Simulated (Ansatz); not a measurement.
**LiF, carrier doping**

Start from LiF in the rock salt structure (space group Fm-3m, No. 225; a = 4.008 Å).

Carriers are added at fixed cell with a uniform background; the Fermi–Dirac width is that of 300 K.

The values are results of Ansatz (a first-principles code) PBEsol, spin-orbit coupling left out, not measurements.

Candidates:
(a) electrons 2.0×10^21 cm⁻³
(b) holes 2.0×10^21 cm⁻³
(c) holes 1.5×10^21 cm⁻³

For the base:

* **Gap between the host's bands**: 9.05 eV

Problem. Order them by gap between the host's bands, lowest first.

Solution. (a) electrons 2.0×10^21 cm⁻³ (8.99 eV), (c) holes 1.5×10^21 cm⁻³ (9.13 eV), (b) holes 2.0×10^21 cm⁻³ (9.15 eV)

Carriers are added with a uniform compensating background; total energy and stress of such cells depend on the potential's zero and are not compared; many-body gap narrowing is missing at this level. No phonon test of stability was made.
